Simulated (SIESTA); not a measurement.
Band structure of MoSeS (Amm2, 6 atoms in the cell).

```yaml
crystal:
  lattice:
    - [19.39874, 0.00000, 0.00000]
    - [0.00000, 1.62448, 2.81398]
    - [0.00000, -1.62448, 2.81398]
  atoms:
    - { symbol: Mo, position: [0.00000, 0.55593, 0.55593] }
    - { symbol: Mo, position: [0.50000, 0.33295, 0.33295] }
    - { symbol: Se, position: [0.58657, 0.66625, 0.66625] }
    - { symbol: Se, position: [0.41343, 0.66625, 0.66625] }
    - { symbol: S, position: [0.07890, 0.22260, 0.22260] }
    - { symbol: S, position: [0.92110, 0.22260, 0.22260] }
```

Method: GGA PBEsol, numerical atomic orbitals DZP, PseudoDojo PBEsol standard norm-conserving potentials (rewritten from UPF to PSML) (SIESTA).

Settings: XC.functional = GGA; XC.authors = PBEsol; potentials = PseudoDojo PBEsol standard; PAO.BasisSize = DZP; PAO.EnergyShift = 0.01 Ry; MeshCutoff = 350 Ry; kgrid.MonkhorstPack = 1 7 7; OccupationFunction = FD; ElectronicTemperature = 10 K; MaxSCFIterations = 150; SCF.Mixer.Method = Pulay; SCF.Mixer.Weight = 0.25; SCF.Mixer.History = 8; SCF.DM.Tolerance = 1.0E-04.

The starting cell comes from a database of computed structures (which also holds hypothetical and non-ambient phases and stackings), without a prior relaxation at this level. Values carry the incompleteness of an atom-centred basis.

**Question.** Predict the gap along the standard path and the places of the band edges.

**Answer.** The gap along the path is 0.69 eV, direct at K to within 0.01 eV.

Levels in eV from the top of the valence band on the path, bands 33 to 37:
| point | 33 | 34 | 35 | 36 | 37 |
|---|---|---|---|---|---|
| Γ | -1.08 | -1.07 | -0.35 | -0.34 | 2.07 |
| M | -1.76 | -1.22 | -0.71 | -0.51 | 1.31 |
| K | -2.58 | -2.19 | -0.74 | 0.00 | 0.69 |
| A | -1.08 | -1.07 | -0.35 | -0.34 | 2.07 |
| L | -1.76 | -1.22 | -0.71 | -0.51 | 1.31 |
| H | -2.58 | -2.19 | -0.74 | 0.00 | 0.69 |

Higher empty bands are left out: an atom-centred basis made for the valence describes them poorly.
